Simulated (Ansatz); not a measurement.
Input and output of a zone-centre phonon calculation for Ir₃Rh (I4/mmm, 4 atoms in the cell) (Ansatz, a first-principles code).

Method: LDA (PW92), default PAW files made with PBE (plane waves; Ansatz).

```
CELL_PARAMETERS angstrom
     -1.92485     1.92485     3.85424
      1.92485    -1.92485     3.85424
      1.92485     1.92485    -3.85424
ATOMIC_POSITIONS crystal
  Ir 0.75000 0.25000 0.50000
  Ir 0.25000 0.75000 0.50000
  Ir 0.50000 0.50000 0.00000
  Rh 0.00000 0.00000 0.00000
```

Reference input (self-consistent single point, DFT, LDA (PW92), plane waves, default PAW files made with PBE): basis.ecutwfc = 420 eV; kpoints.mp_grid.grid = 12 12 12; hamiltonian.xc = lda; hamiltonian.pseudopotentials = {kind: paw} (the program's default PAW files); scf.occupations.method = fermi_dirac; scf.occupations.width = 0.1 eV. This run's input differs from it in these lines:

```diff
@@ -20,6 +20,4 @@
   occupations: { method: fermi_dirac, width: 0.1 eV }
-output:
-  forces: true
-  eigenvalues: true
-  stress: true
+phonons:
+  method: dfpt
```

Output (repeated stretches shortened):

```
SCF iter   1: F=—  HF=-41268.866779 eV  |F-HF|=—  |Δ(HF+E_count)|=         —  Δρ=1.12e-2  dr2=8.45e-2  ethr=1.77e-3  ⟨swp⟩=5.4  Hψ=38045  notcnv=0
all-band conjugate gradients solve this SCF's bands
preconditioner: auto → Kerker (q_TF=auto, 2.809 Å⁻¹)
SCF iter   2: F=—  HF=-41268.863156 eV  |F-HF|=—  |Δ(HF+E_count)|=   3.62e-3  Δρ=5.27e-3  dr2=1.73e-2  ethr=1.24e-4  ⟨swp⟩=1.0  Hψ=13720  notcnv=0
   [... lines left out ...]
SCF iter   6: F=—  HF=-41268.861637 eV  |F-HF|=—  |Δ(HF+E_count)|=   1.31e-7  Δρ=5.64e-6  dr2=1.59e-8  ethr=1.24e-9  ⟨swp⟩=1.1  Hψ=11552  notcnv=0
SCF iter   7: F=—  HF=-41268.861637 eV  |F-HF|=—  |Δ(HF+E_count)|=   3.00e-9  Δρ=1.95e-6  dr2=2.89e-9  ethr=2.34e-11  ⟨swp⟩=2.0  Hψ=20278  notcnv=0
SCF iter   8: F=—  HF=-41268.861637 eV  |F-HF|=—  |Δ(HF+E_count)|=  3.49e-10  Δρ=3.57e-7  dr2=8.86e-11  ethr=4.24e-12  ⟨swp⟩=1.2  Hψ=11550  notcnv=0
SCF iter   9: F=-41268.861637 eV  HF=-41268.861637 eV  |F-HF|=1.46e-11  |Δ(HF+E_count)|=  2.18e-11  Δρ=1.04e-7  dr2=5.54e-12  ethr=1.00e-12  ⟨swp⟩=5.7  Hψ=47753  notcnv=0
SCF 1 converged in 9 iterations: F = -41268.861637 eV  dr2 = 5.54e-12
DFPT response loops at Γ: preconditioner auto → Kerker (q_TF=auto, 2.809 Å⁻¹) (partly filled bands, converged f_vac=0.000) …
Free energy (F): -41268.861637 eV
Internal energy: -41268.726360 eV  (E = F + TS)
E sigma→0 (E₀):  -41268.793999 eV
Entropy (-TS):   -0.135277 eV (-33.819 meV/atom)
Fermi energy:    24.078105 eV
--- Phonons (Γ-DFPT): 6 representative perturbations + reference, on 280 of 1728 k-points (Σ response iterations 20) ---
  k mesh reduced under 4 symmetry operations, with k and −k counted as one. Each operation leaves every solved displacement unchanged or reverses it
  ASR residual: 1.357e-3 → 0.000e0 eV/Å²; symmetrization residual: 1.069e-5 eV/Å²
  ASR residual per site (eV/Å²): 1.36e-3 1.36e-3 1.27e-3 9.21e-4
  Γ frequencies (cm⁻¹): 0.00 0.00 0.00 134.26 134.26 142.10 148.76 148.76 158.58 183.90 183.90 192.32
  non-analytic LO–TO correction: not included (Born effective charges unavailable; polar crystals: no LO–TO splitting at Γ)
```

The run converged in 9 iterations. 

Summary of the result:
```
Property                                                                                                 Value
--------------------------------------------------------  ----------------------------------------------------
Free energy E − TS (on the zero of these files)                                                 -41268.8616 eV
Fermi level (on the code's own zero)                                                                  24.08 eV
Zone-centre frequencies (cm⁻¹; negative means imaginary)  0, 0, 0, 134, 134, 142, 149, 149, 159, 184, 184, 192
```

The starting cell comes from a database of computed structures (which also holds hypothetical and non-ambient phases and stackings), without a prior relaxation at this level. Its lattice was rescaled by up to half a per cent. Spin polarisation is off.

Cost on one core of a shared machine: roughly 10 min.

Keys are those of Ansatz 0.2.
